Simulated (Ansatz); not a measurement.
The starting structures come from a database of crystals and need not be the phases stable at ambient conditions.

 Where the default PAW files enter, the runs use the earlier of Ansatz's two default sets.

The decay constant κ of evanescent states in the gap governs leakage through a thin film.

Here is the system:

```yaml
crystal:
  lattice:
    - [5.06338, 0.00000, 0.00000]
    - [0.21527, 5.05881, 0.00000]
    - [2.42406, -2.52940, 3.60852]
  atoms:
    - { symbol: Si, position: [0.00000, 0.00000, 0.00000] }
    - { symbol: Si, position: [0.25000, 0.25000, 0.50000] }
    - { symbol: O, position: [0.62500, 0.12500, 0.34679] }
    - { symbol: O, position: [0.22179, 0.02821, 0.15321] }
    - { symbol: O, position: [0.12500, 0.62500, 0.65321] }
    - { symbol: O, position: [0.02821, 0.22179, 0.84679] }
```

Space group of this cell: Fdd2. The cell is strained (lengths along the current scaled by 1.03, ions clamped); by r2SCAN its mean pressure is -4.7 GPa.

Transport runs along the normal of the first two printed cell vectors.

The gap is the functional's own, uncorrected, and κ follows it; spin-orbit coupling is left out. Mid-gap values are interpolated between the computed energies.

Question: Give the band gap and the smallest decay constant κ at mid-gap that r2SCAN (Ansatz, a first-principles code) yields.

Answer: Gap 6.37 eV on a 8×8×8 mesh; κ = 0.544 1/Å, at the zone centre.
